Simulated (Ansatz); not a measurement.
The starting structures come from a database of crystals and need not be the phases stable at ambient conditions.

 Where the default PAW files enter, the runs use the earlier of Ansatz's two default sets.

Tunnelling through a barrier is set by its complex band structure: the current falls as exp(−2κd) with the smallest κ.

Given:

```yaml
crystal:
  lattice:
    - [3.83110, 0.00000, 0.00000]
    - [0.00000, 5.41168, 0.00000]
    - [0.00000, 0.00000, 3.83110]
  atoms:
    - { symbol: Zn, position: [0.00000, 0.23694, 0.50000] }
    - { symbol: Zn, position: [0.50000, 0.76306, 0.00000] }
    - { symbol: Se, position: [0.00000, 0.50000, 0.00000] }
    - { symbol: S, position: [0.50000, 0.00000, 0.50000] }
```

Space group of this cell: P-4m2. The cell is strained (all lengths scaled by 0.98); by r2SCAN its mean pressure is 5.0 GPa.

Transport runs along the normal of the first two printed cell vectors, the (100) plane of the conventional cell.

The gap is the functional's own, uncorrected, and κ follows it; spin-orbit coupling is left out. Mid-gap values are interpolated between the computed energies.

Task: State the band gap and the smallest decay constant κ at mid-gap according to r2SCAN (Ansatz, an electronic-structure program).

Result: Gap 2.41 eV on a 8×6×8 mesh; κ = 0.154 1/Å, at the zone centre.
